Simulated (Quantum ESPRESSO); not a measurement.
## Habitual settings against a tight run: HfCo₃B₂ (P6/mmm, 6 atoms in the cell)

Self-consistent single point.

```xyz
6
Lattice="4.6743 0.0000 0.0000 -2.3372 4.0481 0.0000 0.0000 0.0000 2.9515" Properties=species:S:1:pos:R:3 pbc="T T T"
Hf     0.0000     0.0000     0.0000
Co     1.1686     2.0240     1.4757
Co    -1.1686     2.0240     1.4757
Co     2.3372     0.0000     1.4757
B      2.3372     1.3494     0.0000
B      0.0000     2.6987     0.0000
```

Computed with PBEsol, PSlibrary PAW (PBE) pseudopotentials (plane waves; Quantum ESPRESSO 7.5).

Base settings: ecutwfc = 55 Ry; ecutrho = 385 Ry; occupations = smearing; smearing = marzari-vanderbilt; degauss = 0.0073499 Ry; input_dft = pbesol; K_POINTS = automatic 11 11 15 0 0 0; conv_thr = 1e-10 Ry; mixing_beta = 0.7.

Tight run (finer mesh or higher cutoff; not a proven limit): ecutwfc: 55 Ry → 77 Ry; ecutrho: 385 Ry → 539 Ry; conv_thr: 1e-10 Ry → 7.3e-11 Ry; K_POINTS: automatic 11 11 15 0 0 0 → automatic 15 15 21 0 0 0. It gave Fermi level (on the code's own zero) 17.02 eV; pressure 19.76 GPa.

Quick runs, as changes from the base:
- A: the base itself
- B: ecutwfc: 55 Ry → 44 Ry; ecutrho: 385 Ry → 308 Ry; K_POINTS: automatic 11 11 15 0 0 0 → automatic 6 6 6 0 0 0
- C: ecutwfc: 55 Ry → 28 Ry; ecutrho: 385 Ry → 196 Ry; conv_thr: 1e-10 Ry → 7.3e-06 Ry; K_POINTS: automatic 11 11 15 0 0 0 → automatic 8 8 8 0 0 0
- D: ecutwfc: 55 Ry → 28 Ry; ecutrho: 385 Ry → 196 Ry; smearing: marzari-vanderbilt → methfessel-paxton; degauss: 0.0073499 Ry → 0.0147 Ry; conv_thr: 1e-10 Ry → 7.3e-05 Ry; K_POINTS: automatic 11 11 15 0 0 0 → automatic 4 4 4 0 0 0
- E: ecutwfc: 55 Ry → 33 Ry; ecutrho: 385 Ry → 231 Ry; degauss: 0.0073499 Ry → 0.0147 Ry; conv_thr: 1e-10 Ry → 7.3e-06 Ry; K_POINTS: automatic 11 11 15 0 0 0 → automatic 1 1 1 0 0 0
- F: ecutwfc: 55 Ry → 44 Ry; ecutrho: 385 Ry → 308 Ry; degauss: 0.0073499 Ry → 0.0099958 Ry; K_POINTS: automatic 11 11 15 0 0 0 → automatic 2 2 2 0 0 0

Energies are extrapolated to zero smearing width, which holds to low order in the width alone (under cold and Methfessel-Paxton smearing the free energy itself is taken).

Dashes: pressure of C, D, E, not trusted under this conv_thr with d or f elements; time of D, under 30 s.

The count of work is k-points × plane waves × bands × iterations; it is no time. Core times come from one kind of shared machine and are given to one figure; runs under 30 s give none.

The starting cell comes from a database of computed structures (which also holds hypothetical and non-ambient phases and stackings), without a prior relaxation at this level. Its lattice was rescaled by a random factor within 2.5 % of one. Spin polarisation is off. In the base run, with a pressure of about 20 GPa the cell is away from its equilibrium volume at this level.

```tsv
run	energy less tight (meV/atom)	pressure less tight (GPa)	count of work / tight	core time / tight (rough)
A	6.3	-0.24	0.24	0.3
B	28.8	-1.96	0.038	0.06
C	278.4	–	0.022	0.05
D	261.2	–	0.0053	–
E	582.9	–	0.00078	0.04
F	66.0	-0.16	0.0054	0.05
```

Among the runs at the tight run's level, the energy misses run from 6.3 to 582.9 meV/atom.
